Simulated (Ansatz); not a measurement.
Start from GaN in the zinc blende structure (space group F-43m, No. 216; a = 4.4982 Å).

The change: Sb takes the place of N on all its sites, then cell and atoms are relaxed.

Levels (all Ansatz, a program for electronic structure, PAW, earlier PAW set): r2SCAN (500 eV, scalar-relativistic without spin-orbit coupling); HSE06+SOC (420 eV, spin-orbit coupling included).

The geometry is relaxed with r2SCAN.

| Property | Value |
|---|---|
| r2SCAN valence-band top at Γ | 0.00, 0.00, 0.00 eV |
| r2SCAN lowest conduction level above the VBM at special points | Γ 0.41 eV; L 0.68 eV; X 1.14 eV |

Predict the valence-band top at Γ and lowest conduction level above the VBM at special points from HSE06+SOC.

The valence-band top at Γ (three highest Kramers pairs, from the VBM) becomes 0.00, 0.00, -0.78 eV (r2SCAN: 0.00, 0.00, 0.00 eV); the lowest conduction level above the VBM at special points becomes Γ 0.53 eV; L 0.76 eV; X 1.20 eV (r2SCAN: Γ 0.41 eV; L 0.68 eV; X 1.14 eV). The threefold valence maximum splits by Δso ≈ 0.78 eV.

Single points use the geometry relaxed with r2SCAN. Differences between runs with and without spin-orbit coupling are approximate. With Sb present, leaving out spin-orbit coupling can change the band edges. The levels and masses belong to the bands next to the band gap. Whether these cells are dynamically stable was not tested. This is not the structure that GaN has at room temperature and ambient pressure.
